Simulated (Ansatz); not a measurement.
Formation energies of neutral defects against the elements (graphite for carbon, diatomic gases, S8), in metastable 2H silicon carbide (eV), each at one geometry relaxed with PBE and evaluated in Ansatz (an electronic-structure program) with PBE, r2SCAN. Set-up: 96-site cell; 2×2×2 shifted k-points; charged states image-corrected; no spin–orbit coupling; no Hubbard U; corrections pass 1 eV, so highly charged states may be off by several tenths; flagged in the runs: for some of the defects a host whose relaxation on this sampling wasn't shown to rest, a strain field that reaches the edge of the cell.

```tsv
defect	x: PBE (eV)	y: r2SCAN (eV)
Ge on the Si site	1.37	1.34
B on the C site	2.27	2.53
Ta on the Si site	3.28	3.15
Mo on the Si site	3.87	3.65
Mg on the Si site	4.32	4.34
Ni on the Si site	4.40	4.46
N on the Si site	5.99	6.48
Al on the C site	7.29	7.68
C on the Si site	3.61	?
```

Problem. Fit a straight line to the 8 complete rows and predict the last.

Solution. Means: x = 4.099, y = 4.204; Sxx = 25.414, Sxy = 27.371. Slope 27.371 / 25.414 = 1.08, intercept 4.204 − 1.08 × 4.099 = -0.22 eV; the rows scatter by 0.22 eV about the line, and R² = 0.99. Prediction: -0.22 + 1.08 × 3.61 = 3.68 eV. The calculation gave 4.16 eV, 0.48 eV above the line, outside twice its scatter.
